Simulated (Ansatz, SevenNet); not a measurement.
How well does each level of theory give the bulk modulus B0 of A15 V₃Si (cubic form, which distorts at low temperature)?

Reference value: 171 GPa (measured, 300 K, not corrected to a static lattice, our sources range from 171 to 176; as tabulated in Lu and Klein (1997), arXiv:cond-mat/9704251).

| level (code) | value (GPa) | cell (Å³/atom) |
|---|---|---|
| SevenNet-l3i5 | 178 | 13.04 |
| LDA (Ansatz) | ___ | 12.22 |
| BLYP (Ansatz) | 173 | 13.44 |
| PBE (Ansatz) | 192 | 12.99 |
| PBEsol (Ansatz) | ___ | 12.56 |
| RPBE (Ansatz) | 182 | 13.26 |
| PBE-D3(BJ) (Ansatz) | 210 | 12.44 |
| PBE-D4 (Ansatz) | ___ | 12.68 |
| PBEsol-D3(BJ) (Ansatz) | ___ | 12.08 |
| rVV10 (Ansatz) | 193 | 13.09 |
| HSE06 (Ansatz) | 214 | 12.66 |
| PBE0 (Ansatz) | 216 | 12.69 |

**Question.** Complete the blanks.

**Answer.** 
- LDA (Ansatz, an electronic-structure program), value (GPa): 219
- PBEsol (Ansatz), value (GPa): 207
- PBE-D4 (Ansatz), value (GPa): 203
- PBEsol-D3(BJ) (Ansatz), value (GPa): 224

Differences against the reference: SevenNet-l3i5 +4.1 %, LDA +28 %, BLYP +1.2 %, PBE +12.3 %, PBEsol +21 %, RPBE +6.4 %, PBE-D3(BJ) +23 %, PBE-D4 +18.7 %, PBEsol-D3(BJ) +31 %, rVV10 +12.9 %, HSE06 +25 %, PBE0 +26 %.

The reference is not for a static lattice or low temperature, so close values are not ranked against it. Off by more than 20 %, or 28 % on the side where a correction would as a rule narrow the miss (bounds picked here): PBEsol-D3(BJ) (+31 %), LDA (+28 %).

The reference isn't brought to a static lattice, while the calculations are for one, so the differences are not the levels' errors alone. A static lattice is as a rule stiffer than a warm one, by over a tenth in soft solids. The crystal itself was run without spin with LDA, BLYP, PBE, PBEsol, RPBE, PBE-D3(BJ), PBE-D4, PBEsol-D3(BJ), rVV10, HSE06, PBE0; a magnetic state was not tried in these runs. LDA, BLYP, PBE, PBEsol, RPBE, PBE-D3(BJ), PBE-D4, PBEsol-D3(BJ), rVV10, HSE06, PBE0: symmetry holds this phase in the static calculation, where it need not be a minimum. HSE06, PBE0: the run has no spin polarisation, so it can have missed a magnetic state. Each level is taken at its own relaxed cell. Cutoffs and k meshes differ between the levels. Ansatz's density-functional and Hartree–Fock values are scalar-relativistic unless marked +SOC, with PAW data made under PBE.

Machine-learned potentials (SevenNet-l3i5) are trained on DFT data: a solid inside that data is no test of them.

Differences are worked out from the printed values.
